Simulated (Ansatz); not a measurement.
## PdBi2 (model structure, started from the PtBi2 type, P31m, No. 157, 9 atoms in the cell)

All values below come from LDA in Ansatz (PAW).

Run with plane-wave cutoff 520 eV, 12×12×8 k mesh (along the axes of the cell as run), Fermi–Dirac smearing 0.05 eV, scalar-relativistic PAW data made under PBE.

Cell (relaxed at this level):

```yaml
crystal:
  lattice:
    - [6.51424, 0.00000, 0.00000]
    - [-3.25712, 5.64150, 0.00000]
    - [0.00000, 0.00000, 5.96967]
  atoms:
    - { symbol: Bi, position: [0.00000, 0.00000, 0.35271] }
    - { symbol: Bi, position: [0.66667, 0.33333, 0.22208] }
    - { symbol: Bi, position: [0.33333, 0.66667, 0.22208] }
    - { symbol: Bi, position: [0.60720, 0.00000, 0.72215] }
    - { symbol: Bi, position: [0.00000, 0.60720, 0.72215] }
    - { symbol: Bi, position: [0.39280, 0.39280, 0.72215] }
    - { symbol: Pd, position: [0.25826, 0.00000, 0.99832] }
    - { symbol: Pd, position: [0.00000, 0.25826, 0.99832] }
    - { symbol: Pd, position: [0.74174, 0.74174, 0.99832] }
```

| Item | Result |
|---|---|
| band gap | none |

Note: the relaxation could raise the start's symmetry but not lower it, so the cell can be a saddle point.

Spin–orbit coupling is not included; it can shift volumes and moduli of such heavy elements.

A model structure was made by putting elements into a prototype or built by hand; it is no filed structure, need not be a known phase, and can be a saddle point held by its symmetry.

Ansatz is a quantum-chemistry and plane-wave program.
